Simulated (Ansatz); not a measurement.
Consider interstitial C in silicon with all lengths changed by -1 %, neutral cell. The step: a concerted move, in which C travels most; the atom moves 1.41 Å along (-0.05, -0.25, -0.05) of the unit cell; the moving atom starts with neighbours Si at 1.74, 2 Si at 1.81 Å and ends with Si at 1.74, 2 Si at 1.81 Å. DFT values are from Ansatz (plane-wave PAW, 420 eV unless said) in a cell of 64 host sites, spin-restricted, static, with no finite-size correction. The charge state is imposed; whether it is stable for some Fermi level was not computed. Sites that were not tried may lie lower. For the PBE band: the saddle point's order was not checked.

| Level | Forward barrier (eV) | Cost of the band or of the saddle's single point |
|---|---|---|
| CHGNet universal potential (has no charge state), its own band | 0.40 | - |
| PBE, a 2×2×2 k-point mesh shifted by half a step, band relaxed | 0.36 | very roughly 40 core-minutes |
| PBE, a 3×3×3 k-point mesh shifted by half a step, same geometries | 0.38 | very roughly 6 core-minutes |

Ansatz is a quantum-chemistry and plane-wave program.
